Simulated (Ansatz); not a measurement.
Worked example: self-consistent single point of YTc2 (I4/mmm, 3 atoms in the cell) in Ansatz (a first-principles code).

Computed with PBE (plane waves, PAW; Ansatz).

```
YTc2
1.0
   -1.90821     1.90821     4.67042
    1.90821    -1.90821     4.67042
    1.90821     1.90821    -4.67042
Y Tc
1 2
Cartesian
  0.00000   0.00000   0.00000
  0.00000   0.00000   3.13199
  0.00000   0.00000   6.20886
```

Reference input (self-consistent single point, DFT, PBE, plane waves, default PAW files): basis.ecutwfc = 500 eV; kpoints.mp_grid.grid = 10 10 10; hamiltonian.xc = pbe; hamiltonian.pseudopotentials = {kind: paw} (the program's default PAW files); scf.occupations.method = methfessel_paxton; scf.occupations.width = 0.136 eV. This run's input differs from it in these lines:

Ansatz 0.2 input:
```diff
@@ -11,3 +11,3 @@
 basis:
-  ecutwfc: 500.0 eV
+  ecutwfc: 300.0 eV
 kpoints:
```

Log, with long lists cut:

```
SCF iter   1: F=—  HF=-14640.271824 eV  |F-HF|=—  |Δ(HF+E_count)|=         —  Δρ=7.50e-2  dr2=5.91e0  ethr=3.10e-3  ⟨swp⟩=3.3  Hψ=8315  notcnv=0
all-band conjugate gradients solve this SCF's bands
preconditioner: auto → Kerker (q_TF=auto, 2.508 Å⁻¹)
SCF iter   2: F=—  HF=-14639.452585 eV  |F-HF|=—  |Δ(HF+E_count)|=   8.19e-1  S|Δr|=    0.00e0  Δρ=2.95e-2  dr2=7.82e-1  ethr=3.10e-3  ⟨swp⟩=2.2  Hψ=4723  notcnv=0
   [... lines left out ...]
SCF iter   6: F=—  HF=-14639.326856 eV  |F-HF|=—  |Δ(HF+E_count)|=   7.58e-6  S|Δr|=    0.00e0  Δρ=6.51e-5  dr2=2.38e-6  ethr=1.35e-7  ⟨swp⟩=2.0  Hψ=3378  notcnv=0
SCF iter   7: F=—  HF=-14639.326855 eV  |F-HF|=—  |Δ(HF+E_count)|=   2.76e-7  S|Δr|=    0.00e0  Δρ=1.45e-5  dr2=1.42e-7  ethr=5.81e-9  ⟨swp⟩=2.2  Hψ=3552  notcnv=0
SCF iter   8: F=-14639.326855 eV  HF=-14639.326855 eV  |F-HF|=7.28e-11  |Δ(HF+E_count)|=   7.26e-9  S|Δr|=    0.00e0  Δρ=3.11e-6  dr2=5.23e-9  ethr=2.44e-10  ⟨swp⟩=3.6  Hψ=7324  notcnv=0
SCF 1 converged in 8 iterations: F = -14639.326855 eV  dr2 = 5.23e-9
Stability not checked (fill_not_monotonic)
Free energy (F): -14639.326855 eV
Internal energy: -14639.326595 eV  (E = F + TS)
E sigma→0 (E₀):  -14639.326790 eV
Entropy (-TS):   -0.000260 eV (-0.087 meV/atom)
Fermi energy:    13.170305 eV
--- Forces (eV/Å), atoms counted from 1 ---
  atom   1  Y     -0.00000000     0.00000000    -0.00000000
  atom   2  Tc     0.00000000     0.00000000    -0.77250654
  atom   3  Tc     0.00000000     0.00000000     0.77250654
--- Stress (GPa, compression-positive) ---
      -19.901454       0.000000       0.000000
        0.000000     -19.901454      -0.000000
        0.000000       0.000000     -14.311400
  P = ⅓ Tr σ = -18.0381 GPa (-180.381 kbar)
  The stress holds the Pulay correction. Without it, at fixed plane waves, as pw.x and ABINIT print it: P = -62.3206 GPa
```

The run converged in 8 iterations. Against the reference run the free energy rises by 975 meV/atom, the pressure goes from -19.68 to -18.04 GPa and the largest force goes from 0.860 to 0.773 eV/Å.

The starting cell was generated: these elements placed on a structure prototype, without a prior relaxation; it need not be a known phase or ordering of this composition. Its lattice was rescaled by a random factor within 2.5 % of one. Spin polarisation is off. Ansatz's pressure includes its estimate of the finite-basis (Pulay) stress. Without the estimate this run gives -62.32 GPa. The cutoff lies below the one recommended for these files.
